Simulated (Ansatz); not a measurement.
Ge3N4 (P6₃/m, No. 176; cell taken from a computed entry) was calculated with PBE (plane waves, PAW; Ansatz, a first-principles code).

Settings: plane-wave cutoff 520 eV, 6×6×12 k mesh (along the axes of the cell as run), scalar-relativistic PAW data made under PBE.

Cell (relaxed at this level):

```cif
data_Ge6N8
_chemical_formula_sum 'Ge6 N8'
_space_group_name_H-M_alt 'P63/m'
_space_group_IT_number 176
_space_group_name_Hall '-P 6c'
_cell_length_a 8.12972
_cell_length_b 8.12972
_cell_length_c 3.11405
_cell_angle_alpha 90.000
_cell_angle_beta 90.000
_cell_angle_gamma 120.000
loop_
_atom_site_label
_atom_site_type_symbol
_atom_site_symmetry_multiplicity
_atom_site_Wyckoff_symbol
_atom_site_fract_x
_atom_site_fract_y
_atom_site_fract_z
_atom_site_occupancy
Ge1 Ge 6 h 0.23533 0.40625 0.25000 1
N1 N 2 c 0.33333 0.66667 0.25000 1
N2 N 6 h 0.33046 0.02750 0.25000 1
```

Predict the Voigt–Reuss–Hill bulk modulus, Voigt–Reuss–Hill shear modulus (Hill average), Young modulus and Poisson ratio.


Voigt–Reuss–Hill bulk modulus: 174 GPa
Voigt–Reuss–Hill shear modulus (Hill average): 78.9 GPa
Young modulus: 206 GPa
Poisson ratio: 0.303

Note: the relaxation could not lower the start's symmetry, so the cell can be a saddle point above a distorted one.

Elastic constants are with the ions relaxed.

Computing time: roughly 100 core-minutes.
